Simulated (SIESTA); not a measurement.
# A short convergence ladder for WC (P3m1, 2 atoms in the cell)

```yaml
crystal:
  lattice:
    - [1.46227, -2.53274, 0.00000]
    - [1.46227, 2.53274, 0.00000]
    - [0.00000, 0.00000, 2.85420]
  atoms:
    - { symbol: W, position: [0.00000, 0.00000, 0.01752] }
    - { symbol: C, position: [0.33333, 0.66667, 0.50000] }
```

Base method: SIESTA with LDA PW92, numerical atomic orbitals DZP, PseudoDojo LDA standard norm-conserving potentials (rewritten from UPF to PSML).

Base settings: XC.functional = LDA; XC.authors = PW92; potentials = PseudoDojo LDA standard; PAO.BasisSize = DZP; PAO.EnergyShift = 0.01 Ry; MeshCutoff = 400 Ry; kgrid.MonkhorstPack = 5 5 4; OccupationFunction = MP; OccupationMPOrder = 0; ElectronicTemperature = 0.1 eV.

**The setting basis size**

Level: DFT, LDA PW92, numerical atomic orbitals TZP, PseudoDojo LDA standard norm-conserving potentials (rewritten from UPF to PSML).

Moved along: PAO.BasisSize.

The second cell is the first with its lattice scaled by 0.98.

The mesh stays at the base's, so the ladder's end is converged at best in this setting alone.

The sets are ordered by size and need not be nested.

Only quantities that move along the ladder and can be compared are tabulated.

```csv
basis (functions),energy of the compressed cell less the first (meV/atom),pressure (GPa),largest difference of a force vector from the last step's (eV/Å)
SZ (14),-41.89,-23.43,0.022
SZP (22),-0.75,-12.63,0.048
DZ (24),-15.61,-16.44,0.007
DZP (32),-6.22,-13.82,0.052
TZP (42),-10.98,-15.11,0.000
```

Coarsest basis (functions) that holds the energy of the compressed cell less the first within 2 meV/atom: not settled: the last two steps still differ by 4.8 meV/atom, over half the tolerance, so the ladder does not show it.

Coarsest basis (functions) that holds the pressure within 1 GPa: not settled: the last two steps still differ by 1.3 GPa, over half the tolerance, so the ladder does not show it.

Coarsest basis (functions) that holds the forces within 0.02 eV/Å: not settled: the last two steps still differ by 0.052 eV/Å, over half the tolerance, so the ladder does not show it.

On the base run: the starting cell has typed, rounded lattice constants, without a prior relaxation at this level. Its lattice was rescaled by up to half a per cent. One atom was moved a little off its site on purpose. Spin polarisation is off. Values carry the incompleteness of an atom-centred basis. In the base run, with a pressure of about -14 GPa the cell is away from its equilibrium volume at this level. Without a gap this mesh is coarse (it stands for a supercell whose shortest vector is 11 Å).

Left out of this page: 1 run of the series failed or unconverged.
